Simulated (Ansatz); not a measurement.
1T (CdI2-type) MgI2, treated with rVV10 (Ansatz, an electronic-structure program, plane waves, PAW).

Numerical settings: plane-wave cutoff 500 eV, 12×12×6 k mesh (along the axes of the cell as run), gaussian smearing 0.02 eV, scalar-relativistic PAW data made under PBE.

Computed at the level's own relaxed cell.

**Question.** Give the computed equilibrium volume per atom, equilibrium lattice constant a and lattice parameter c.

**Answer.** 
- equilibrium volume per atom: 34.62 Å³/atom
- equilibrium lattice constant a: 4.194 Å
- lattice parameter c: 6.816 Å

Measured, for comparison: lattice constant a 4.14 Å, lattice parameter c 6.88 Å (temperature not stated, copied from a table, unchecked, no zero-point or thermal correction; as tabulated in Crystal Structures 1, 239 (1963)). Computed (rounded) less measured: lattice constant a not scored (unchecked), lattice parameter c not scored (unchecked). A static lattice is as a rule a little smaller and stiffer than an uncorrected measurement, which narrows the difference in the lattice parameter c and would widen misses of the other sign.

Spin–orbit coupling is not included.

The computed numbers hold no vibrational or temperature effects.
